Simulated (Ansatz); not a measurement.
Worked example: self-consistent single point of HfAu (P4mm, 4 atoms in the cell) in Ansatz (a quantum-chemistry and plane-wave program).

Method: LDA (PW92), default PAW files made with PBE (plane waves; Ansatz).

```yaml
crystal:
  lattice:
    - [3.46644, 0.00000, 0.00000]
    - [0.00000, 3.46644, 0.00000]
    - [0.00000, 0.00000, 6.28892]
  atoms:
    - { symbol: Hf, position: [0.00000, 0.50000, 0.85953] }
    - { symbol: Hf, position: [0.50000, 0.00000, 0.14842] }
    - { symbol: Au, position: [0.00000, 0.50000, 0.37143] }
    - { symbol: Au, position: [0.50000, 0.00000, 0.62857] }
```

Reference input (self-consistent single point, DFT, LDA (PW92), plane waves, default PAW files made with PBE): basis.ecutwfc = 420 eV; kpoints.mp_grid.grid = 8 8 4; hamiltonian.xc = lda; hamiltonian.pseudopotentials = {kind: paw} (the program's default PAW files); scf.occupations.method = fermi_dirac; scf.occupations.width = 0.1 eV. This run's input differs from it in these lines:

Ansatz 0.2 input:
```diff
@@ -11,3 +11,3 @@
 basis:
-  ecutwfc: 420.0 eV
+  ecutwfc: 1010.0 eV
 kpoints:
```

Output (repeated stretches shortened):

```
SCF iter   1: F=—  HF=-56685.977302 eV  |F-HF|=—  |Δ(HF+E_count)|=         —  Δρ=7.99e-3  dr2=5.53e-2  ethr=1.77e-3  ⟨swp⟩=5.8  Hψ=8374  notcnv=0
all-band conjugate gradients solve this SCF's bands
preconditioner: auto → Kerker (q_TF=auto, 2.809 Å⁻¹)
SCF iter   2: F=—  HF=-56685.966754 eV  |F-HF|=—  |Δ(HF+E_count)|=   1.05e-2  Δρ=3.61e-3  dr2=8.34e-3  ethr=6.15e-5  ⟨swp⟩=2.0  Hψ=4851  notcnv=0
   [... lines left out ...]
SCF iter   6: F=—  HF=-56685.965737 eV  |F-HF|=—  |Δ(HF+E_count)|=   1.08e-5  Δρ=5.00e-5  dr2=5.92e-6  ethr=1.86e-8  ⟨swp⟩=2.1  Hψ=4178  notcnv=0  defer=1
SCF iter   7: F=—  HF=-56685.965736 eV  |F-HF|=—  |Δ(HF+E_count)|=   1.41e-6  Δρ=1.53e-5  dr2=6.47e-7  ethr=6.58e-9  ⟨swp⟩=2.0  Hψ=3800  notcnv=0  defer=1
SCF iter   8: F=—  HF=-56685.965736 eV  |F-HF|=—  |Δ(HF+E_count)|=   6.44e-8  Δρ=7.26e-6  dr2=8.11e-8  ethr=1.11e-10  ⟨swp⟩=8.9  Hψ=13156  notcnv=0
SCF iter   9: F=-56685.965736 eV  HF=-56685.965736 eV  |F-HF|=9.21e-9  |Δ(HF+E_count)|=   6.64e-8  Δρ=3.19e-6  dr2=1.29e-8  ethr=9.01e-11  ⟨swp⟩=5.0  Hψ=9903  notcnv=0
SCF 1 converged in 9 iterations: F = -56685.965736 eV  dr2 = 1.29e-8
Free energy (F): -56685.965736 eV
Internal energy: -56685.897064 eV  (E = F + TS)
E sigma→0 (E₀):  -56685.931400 eV
Entropy (-TS):   -0.068672 eV (-17.168 meV/atom)
Fermi energy:    20.967298 eV
--- Forces (eV/Å), atoms counted from 1 ---
  atom   1  Hf    -0.00000000    -0.00000000    -0.57172193
  atom   2  Hf     0.00000000     0.00000000     0.30624445
  atom   3  Au     0.00000000     0.00000000     0.13926853
  atom   4  Au     0.00000000    -0.00000000     0.12622354
--- Stress (GPa, compression-positive) ---
       -4.900197       0.000000      -0.000000
        0.000000      -4.900197       0.000000
       -0.000000       0.000000      -5.056786
  P = ⅓ Tr σ = -4.9524 GPa (-49.524 kbar)
  The stress holds the Pulay correction. Without it, at fixed plane waves, as pw.x and ABINIT print it: P = -4.9577 GPa
```

The run converged in 9 iterations. Against the reference run the free energy drops by 1.5 meV/atom, the pressure hardly changes (-4.94 to -4.95 GPa) and the largest force hardly changes (0.571 to 0.572 eV/Å).

The starting cell comes from a database of computed structures (which also holds hypothetical and non-ambient phases and stackings), without a prior relaxation at this level. Its lattice was rescaled by up to half a per cent. One atom was moved a little off its site on purpose. Ansatz's pressure includes its estimate of the finite-basis (Pulay) stress.

Cost on one core of a shared machine: roughly 60 s.
